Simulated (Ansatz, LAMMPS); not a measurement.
## Σ41 (338) [1-10] symmetric tilt, annealed from start 1, in Ge (diamond structure)

Cell 36.89 × 16.29 × 26.83 Å, Ge656, 656 atoms. Prepared with Tersoff's 1989 multicomponent potential (SiCGe.tersoff) (LAMMPS): 40 ps at 1300 K, cooling over 40 ps and minimisation with the cell free along the normal, at the potential's lattice parameter; then scaled to the PBE one. 

Level of theory: PBE, support functions at accuracy medium on the grid of 370 eV (norm-conserving potentials; Ansatz, an electronic-structure program).

Basis: localised support functions (accuracy medium) on a full density matrix. k-points: zone centre alone; occupations: Fermi-Dirac, 0.020 eV; spin polarisation not allowed. No spin-orbit coupling.

Geometry partly relaxed: the largest remaining force component is 0.320 eV/Å.

| Item | Value |
|---|---|
| energy over the perfect crystal(s), per atom | 90 meV/atom |
| boundary energy (mean of two; the reference samples k-space alike but not identically) | 0.79 J/m² |
| electronic character of the cell | no gap resolved at this smearing |
| coordination (neighbours within 2.988 Å) | 0.8 % 3-fold, 95.1 % 4-fold, 4.1 % 5-fold |
| Ge-Ge bonds, mean ± spread | 2.524 ± 0.067 Å |
| bond angles, mean ± spread | 108.9° ± 9.7° |
| pressure | -0.41 GPa |
| cost of the final run | very roughly 40 core-minutes, 16 SCF iterations, 13 GiB |
